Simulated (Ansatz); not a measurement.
Base system: WC (space group P-6m2, No. 187; a = 2.922 Å, c = 2.847 Å).

The values are results of PBE (Ansatz, an electronic-structure program, PAW, scalar-relativistic without spin-orbit coupling), not measurements.

One change was made to it. Results:

The lattice parameter a drops by 0.0025 Å to 2.919 Å; the c/a ratio is nearly the same (0.974 against 0.975).

### Question
Which change produced these results?
A) pressure 15 GPa
B) pressure 30 GPa
C) pressure 0.9 GPa
D) pressure 22.5 GPa

### Answer
C, pressure 0.9 GPa. For comparison, the lattice parameter a in the other runs: pressure 15 GPa gives 2.884 Å; pressure 22.5 GPa gives 2.867 Å; pressure 30 GPa gives 2.851 Å.

Load acts through the strain it causes; cell and atoms are relaxed under it. Stability against distortions was not tested. Competing high-pressure phases were not computed. All final runs are without spin polarisation.
